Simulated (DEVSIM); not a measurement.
Device: Pd/SiON/p-GaAs capacitor, at 300 K.

| layer (left to right) | material | thickness (nm) | Na (cm⁻³) |
|---|---|---|---|
| 1 | SiON | 14.0 | - |
| 2 | GaAs | 1600 | 1.7e17 |

Metal gate on the left, work function 5.2 eV. Fixed charge at the semiconductor interface 1.9e10 cm⁻² (in units of +e); no interface traps.

The device is made up for the run: typed textbook-type constants, with dimensions and the other settings drawn at random. Values at 300 K.

| parameter | SiON | GaAs |
|---|---|---|
| gap (eV) | 7 | 1.424 |
| affinity (eV) | 1.4 | 4.07 |
| permittivity | 5.5 | 12.9 |
| Nc (cm⁻³) | - | 4.7e17 |
| Nv (cm⁻³) | - | 9e18 |

Simulated with DEVSIM: 1D Poisson equation in equilibrium, Boltzmann statistics, complete ionisation; no quantum confinement or tunnelling. Metal contacts follow the ideal Schottky-Mott rule: no Fermi-level pinning, no interface dipoles.

Question: Tabulate band edges, carrier densities and field at 1.0 V on the gate.

Answer: Energies count from the Fermi level of the right contact; mesh points crowd at the junctions.

```csv
x (μm),Ec (eV),Ev (eV),n (cm⁻³),p (cm⁻³),field (V/cm)
0.000,2.800,-4.200,< 1e2,< 1e2,390000
0.001202,2.848,-4.152,< 1e2,< 1e2,390000
0.003574,2.941,-4.059,< 1e2,< 1e2,390000
0.007681,3.103,-3.897,< 1e2,< 1e2,390000
0.01209,3.277,-3.723,< 1e2,< 1e2,390000
0.01367,3.340,-3.660,< 1e2,< 1e2,390000
0.01470,0.695,-0.729,1000000,5000000,170000
0.01799,0.749,-0.675,120000,4.1e7,160000
0.02369,0.837,-0.587,4100,1.2e9,150000
0.03647,1.007,-0.417,< 1e2,8.8e11,120000
0.06261,1.232,-0.192,< 1e2,5.4e15,55000
0.1502,1.321,-0.103,< 1e2,1.7e17,35
0.3122,1.321,-0.103,< 1e2,1.7e17,≈ 0
0.6432,1.321,-0.103,< 1e2,1.7e17,≈ 0
1.235,1.321,-0.103,< 1e2,1.7e17,≈ 0
1.435,1.321,-0.103,< 1e2,1.7e17,≈ 0
1.532,1.321,-0.103,< 1e2,1.7e17,≈ 0
1.576,1.321,-0.103,< 1e2,1.7e17,≈ 0
1.601,1.321,-0.103,< 1e2,1.7e17,≈ 0
1.609,1.321,-0.103,< 1e2,1.7e17,≈ 0
1.612,1.321,-0.103,< 1e2,1.7e17,≈ 0
1.614,1.321,-0.103,< 1e2,1.7e17,≈ 0
```
